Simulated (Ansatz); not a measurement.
System: Li3OCl (Pm-3m, No. 221, 5 atoms in the cell; start mp-985585). Method: HSE06 (Ansatz, an electronic-structure program, plane waves, PAW).

Numerical settings: plane-wave cutoff 520 eV, 8×8×8 k mesh, scalar-relativistic PAW data made under PBE.

Computed at the level's own relaxed cell.

Hill averages of the elastic tensor: K = 57.0 GPa, G = 42.7 GPa. Volume 11.378 Å³/atom, mean atomic mass 14.455 u.

### Question
Work out the density, the sound velocities of a polycrystal and the elastic Debye temperature at this level.

### Answer
ρ = 1.66054 × 14.455/11.378 = 2.110 g/cm³. v_l = √[(K + 4G/3)/ρ] = 7.348 km/s and v_t = √(G/ρ) = 4.499 km/s. The mean follows from 3/v_m³ = 1/v_l³ + 2/v_t³: v_m = 4.967 km/s. Θ_D = (ħ/k_B) v_m (6π²/V)^(1/3) = 76.38 K Å s/km × 4.967 × 1.7330 Å⁻¹ = 657 K, counting all atoms of the cell.

Note: the relaxation could not lower the start's symmetry, so the cell can be a saddle point above a distorted one.

A start named mp-… is a Materials Project structure, which need not be a measured phase.
